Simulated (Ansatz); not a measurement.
Cell and atoms of amorphous Ta$_{27}$N$_{45}$:

```xyz
72
Lattice="10.1965 -0.1325 0.3040 -0.1325 10.4405 0.2171 0.3040 0.2171 9.7164" Properties=species:S:1:pos:R:3 pbc="T T T"
Ta     5.1649     5.7594     7.5388
Ta     4.3094     5.0761     2.6695
Ta     9.2243     9.1408     6.2591
Ta     2.6261     9.7016     5.8051
Ta    10.4208     1.3284     8.2299
Ta     2.3450     6.8300     8.3546
Ta     5.7210     7.9145     9.7807
Ta     4.5477     1.7282     4.7168
Ta     1.6012     6.5388     1.9633
Ta     8.9437     1.4275     1.8264
Ta     7.1114     3.0822     8.9424
Ta     0.7729     3.8572     2.7818
Ta     8.5538     6.7995     8.1013
Ta     5.6488     0.4705     1.0263
Ta    10.2387     4.5623     9.4997
Ta     1.9633     3.8372     6.4761
Ta     9.8493     5.5063     5.5982
Ta     7.1545     0.3775     3.9039
Ta     6.2341     4.2835     5.0627
Ta     8.5439     2.3331     5.7691
Ta     7.0809     5.5801     1.4619
Ta     3.2150     6.7643     5.3561
Ta     8.2924     9.4734    10.1080
Ta     0.7681     0.9988     4.1241
Ta     1.6793    -0.0051     0.7434
Ta     4.0107     1.2077     7.8934
Ta     3.5665     9.0669     2.6866
N      5.2034     0.5840     3.1677
N     10.0807     5.3116     7.5786
N      1.1021     6.2482     9.8636
N      6.5663     2.1019     5.2770
N      7.2013     2.1718     1.0483
N      8.2647     4.9857     9.5238
N      9.9653     0.7494     6.4086
N      7.5502     7.3924     0.9144
N      6.6219     9.9001     9.2770
N      3.4901     0.2949     1.1963
N      3.9460     7.3365     9.1059
N      7.5799     9.5369     5.3748
N      9.1758     8.6446     8.3086
N      9.7733     3.3215     1.5304
N      8.8883     7.1143     6.1059
N      4.3856     0.2109     6.2934
N      1.7003     8.5850     1.7247
N      2.4646     4.4459     2.0764
N      9.9407     0.4482     9.9548
N      1.0310     3.2274     8.1503
N      8.4960     2.2796     7.8738
N      5.3058     9.9148     9.0649
N      5.2478     5.6133     0.9325
N      5.1342     8.6657     1.7986
N      0.2493     5.7869     3.1159
N      7.4663    10.1623     2.2299
N      0.8538     1.2074     2.1222
N      3.4500     2.6539     6.6463
N      0.6402     9.4795     4.8411
N      6.5407     5.1118     3.2703
N      2.1842     0.6037     8.4281
N      2.2588     7.9899     6.7731
N      5.0792     5.9851     5.6081
N      0.7403     3.1366     4.7401
N      6.2162     4.2295     7.3854
N      2.6596     1.0057     4.4258
N      8.3252     4.2414     5.3020
N      5.4608     2.0033     9.1173
N      8.8571     1.5144     3.8437
N      3.3608     6.7458     3.0992
N      6.5884     7.0785     8.1167
N      4.5210     3.5828     4.0323
N      1.7451     5.5470     5.2450
N      3.6423     8.6543     4.6411
N      3.1268     5.3291     7.4498
```

The numbers are results of PBE, scalar-relativistic without spin-orbit coupling (plane waves to 420 eV, PAW; Ansatz, a quantum-chemistry and plane-wave program), not measurements.

The cell was made by melting and quenching with the CHGNet potential and then relaxed with DFT. N atoms were pushed apart under 1.9 Å during the dynamics, to hinder bonds among them. The hot cell started wider than the set density and was brought back towards it in steps. It is the lowest in DFT energy of 8 quenches. It is a model cell: composition and starting density were chosen by hand, and all elements were melted together. No dispersion term was used. Its density started from a set value of 8.87 and ended at 8.87 g/cm³. The quench (nominally 590 K/ps over its main leg) was far faster than any real one, so the model tends to hold more defects than a real film. Values belong to this one cell and scatter from quench to quench. The volume was held where the preparation left it and the shape relaxed, at a PBE pressure of -2.5 GPa (tension). Stress components on the final sampling reach 3.4 GPa. On a 2×2×2 Γ-centred mesh force components of up to 0.28 eV/Å stay, since the relaxation ran on the zone centre alone. Cycles of charging lowered its energy after that relaxation.

Neighbours within Ta-Ta 3.12 Å, Ta-N 2.84 Å, N-N 1.70 Å count as bonded. Two cations that share two anions don't count as bonded, nor two that share one unless they lie closer than Ta-Ta 3.04 Å.

Give the coordination numbers, mean bond lengths and angles.


| Item | Value |
|---|---|
| Mean coordination of Ta by anions | 5.48 (2 with 4, 13 with 5, 10 with 6, 1 with 7, 1 with 8) |
| Mean coordination of N | 3.33 (1 with 2, 29 with 3, 14 with 4, 1 with 5) |
| Mean Ta-N bond | 2.114 Å (spread 0.183 Å, 148 counted) |
| Mean N-N bond | 1.333 Å (spread 0.000 Å, 1 counted) |
| Bond angle at Ta | mean 104.1°, spread 27.9° |
| Bond angle at N | mean 111.2°, spread 23.7° |

List the pairs of like atoms that count as bonded by the rules above.

N36-N49 (1.33 Å).
